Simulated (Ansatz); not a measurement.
Total g(r) from a molecular-dynamics run [in the run: one k-point, which a denser mesh shifts by -0.4 GPa in pressure and 0.05 eV/Å in forces]. These are PBE (plane waves, PAW; Ansatz, a quantum-chemistry and plane-wave program) values and carry that method's errors.

(r (Å), g(r)): (1.02, 0.00); (1.14, 0.00); (1.26, 0.00); (1.38, 0.00); (1.50, 0.00); (1.62, 0.00); (1.74, 0.00); (1.86, 0.00); (1.98, 0.00); (2.10, 0.17); (2.22, 1.63); (2.34, 3.25); (2.46, 2.64); (2.58, 1.90); (2.70, 1.67); (2.82, 1.26); (2.94, 0.74); (3.06, 0.26); (3.18, 0.08); (3.30, 0.02); (3.42, 0.04); (3.54, 0.24); (3.66, 0.77); (3.78, 1.63); (3.90, 2.04); (4.02, 1.57); (4.14, 0.91); (4.26, 0.75); (4.38, 1.17); (4.50, 1.85); (4.62, 2.12); (4.74, 1.75); (4.86, 1.08); (4.98, 0.50); (5.10, 0.20); (5.22, 0.17); (5.34, 0.30); (5.46, 0.46)

### Question
Which system gave this curve?
A) NiSi2 (fluorite type), crystal, 948 K
B) W (bcc), crystal, 310 K, 7.5 GPa
C) AlN (zinc blende; a metastable form), crystal, 2794 K
D) SiC (zinc blende; 3C polytype), crystal, 910 K

### Answer
A, NiSi2 (fluorite type), crystal, 948 K
